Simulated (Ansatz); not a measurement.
TiS2 under a change: P on a S site, symmetric start

The reference is a 9-atom supercell of TiS2 in the CdI2 type structure (space group P-3m1, No. 164; a = 3.361 Å, c = 5.522 Å; layered, stacked along the Cartesian z axis) at its relaxed geometry.

Perturbation: a neutral P on a S site, symmetric start, atoms relaxed at fixed cell.

Computed with Ansatz (a first-principles code) PBE-D3(BJ), no SOC. Settings: 8×8×8 k-points, 0.05 eV Fermi–Dirac smearing.

```yaml
pressure: -1.4 GPa (base 0.0 GPa)
energy_gained_by_relaxation: 0.03 eV
largest_displacement_of_a_host_atom_from_its_site_in_the_perfect_cell: 0.02 Å
mean_distance_from_the_defect_site_to_its_nearest_host_atoms: 2.45 Å (base 2.41 Å)
```

The cell is small, so the values are those of an ordered compound at a high defect concentration; dilute-limit values will differ. The defect started on the symmetric site and kept its symmetry, so it may sit on a saddle. All final runs are without spin polarisation. The defect cell is not spin-polarised.
